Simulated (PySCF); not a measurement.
PySCF 2.14.0, B3LYP/def2-tzvp, df: Mo(NH)(S)(F)(OH) ([NH]=[Mo]([OH])([F])=[S]), 7 atoms. The geometry is a generated start, not checked to be a minimum at this level.

```json
{
  "task": "energy",
  "method": "b3lyp",
  "basis": "def2-tzvp",
  "two_electron_scheme": "density fitting",
  "mol.max_memory": "3000 MB",
  "mf.max_cycle": "100",
  "mf.conv_tol": "1e-09 (default)",
  "mf.grids.level": "3 (default)",
  "effective_core_potentials": "those of the basis set, past Kr",
  "basis_functions": "182",
  "grid_points": "103184"
}
```

```xyz
7

Mo    -0.2709    -0.1083     0.2256
N      0.5460    -1.1141    -0.9152
H      1.0987    -1.6801    -1.5463
S      0.5705    -0.5484     2.1584
F     -1.9711    -0.7130     0.3576
O     -0.0836     1.6223    -0.0337
H      0.1104     2.5416    -0.2463
```

Charge 0 and multiplicity 1 are set for this test and not shown to be the ground state.

With the defaults (mf.DIIS = CDIIS, mf.diis = true, mf.init_guess = minao, mf.level_shift = 0, mf.diis_space = 8) it converges in 15 Fock builds. One run each on 2 threads, 1 BLAS thread, with these changes:
- mf.init_guess = huckel
- mf.DIIS = EDIIS
- mf.diis_space = 20
- mf.level_shift = 0.3 Hartree
- mf.diis_space = 5
- mf.level_shift = 1 Hartree
- mf.level_shift = 0.1 Hartree
- mf.init_guess = 1e
- mf.diis = false

**Question.** Which of these changes keep the SCF from converging, or lead it to another solution?

**Answer.** No convergence: mf.DIIS = EDIIS; mf.diis = false (the run ends without SCF convergence in 100 cycles). The rest reach the solution of the defaults.

```json
[
 {"setting": "mf.diis_space = 20", "Fock builds": "14", "end": "same solution"},
 {"setting": "the defaults", "Fock builds": "15", "end": "same solution"},
 {"setting": "mf.level_shift = 0.1 Hartree", "Fock builds": "15", "end": "same solution"},
 {"setting": "mf.diis_space = 5", "Fock builds": "17", "end": "same solution"},
 {"setting": "mf.level_shift = 0.3 Hartree", "Fock builds": "19", "end": "same solution"},
 {"setting": "mf.init_guess = 1e", "Fock builds": "21", "end": "same solution"},
 {"setting": "mf.init_guess = huckel", "Fock builds": "21", "end": "same solution"},
 {"setting": "mf.level_shift = 1 Hartree", "Fock builds": "50", "end": "same solution"},
 {"setting": "mf.DIIS = EDIIS", "Fock builds": "101", "end": "no convergence"},
 {"setting": "mf.diis = false", "Fock builds": "101", "end": "no convergence"}
]
```
